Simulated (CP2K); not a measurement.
Band structure of Ca₂NbS₄ (I4/mmm, 7 atoms in the cell).

```yaml
crystal:
  lattice:
    - [8.71480, 0.00000, 0.00000]
    - [6.27259, 6.04999, 0.00000]
    - [-7.49369, -3.02500, 3.26216]
  atoms:
    - { symbol: Nb, position: [0.00000, 0.00000, 0.00000] }
    - { symbol: Ca, position: [0.36075, 0.36075, 0.00000] }
    - { symbol: Ca, position: [0.63925, 0.63925, 0.00000] }
    - { symbol: S, position: [0.50000, 0.00000, 0.50000] }
    - { symbol: S, position: [0.00000, 0.50000, 0.50000] }
    - { symbol: S, position: [0.18240, 0.18240, 0.00000] }
    - { symbol: S, position: [0.81760, 0.81760, 0.00000] }
```

Computed with PBE, GPW, DZVP-MOLOPT-SR-GTH basis, GTH-PBE potentials (GTH_POTENTIALS) in CP2K.

Settings: CUTOFF = 500 Ry; REL_CUTOFF = 40 Ry; SMEAR/METHOD = MARZARI_VANDERBILT; SIGMA = 0.1 eV; KPOINTS/SCHEME = MONKHORST-PACK 7 7 7; XC_FUNCTIONAL = PBE; Nb/BASIS_SET = DZVP-MOLOPT-SR-GTH-q13; Nb/POTENTIAL = GTH-PBE-q13; Ca/BASIS_SET = DZVP-MOLOPT-SR-GTH-q10; Ca/POTENTIAL = GTH-PBE-q10; S/BASIS_SET = DZVP-MOLOPT-SR-GTH-q6; S/POTENTIAL = GTH-PBE-q6; METHOD = GPW; EPS_DEFAULT = 1e-10.

The starting cell was generated: these elements placed on a structure prototype, without a prior relaxation; it need not be a known phase or ordering of this composition. Its lattice was rescaled by a random factor within 2.5 % of one. Spin polarisation is off; with an odd number of electrons in the cell that forces a metal, and a magnetic state may lie lower. Values carry the incompleteness of an atom-centred basis.

Levels in eV from the Fermi level, bands 25 to 30:
```tsv
point	25	26	27	28	29	30
Γ	-1.63	-1.51	-1.06	-0.63	-0.63	-0.49
X	-2.16	-1.22	-0.76	-0.76	1.85	2.15
Y	-2.02	-1.24	-0.82	-0.76	1.81	2.05
S	-1.96	-1.88	-1.27	-1.09	-0.07	1.48
Z	-1.60	-1.60	-1.51	-1.38	-1.38	0.13
S1	-1.96	-1.88	-1.27	-1.09	-0.07	1.48
N	-1.90	-1.47	-1.31	-1.23	-0.11	1.45
P	-2.15	-0.97	-0.97	-0.76	1.99	2.01
Y1	-2.02	-1.24	-0.82	-0.76	1.81	2.05
```

Bands cross the Fermi level along this path, so the cell is metallic at this level.

Higher empty bands are left out: an atom-centred basis made for the valence describes them poorly.
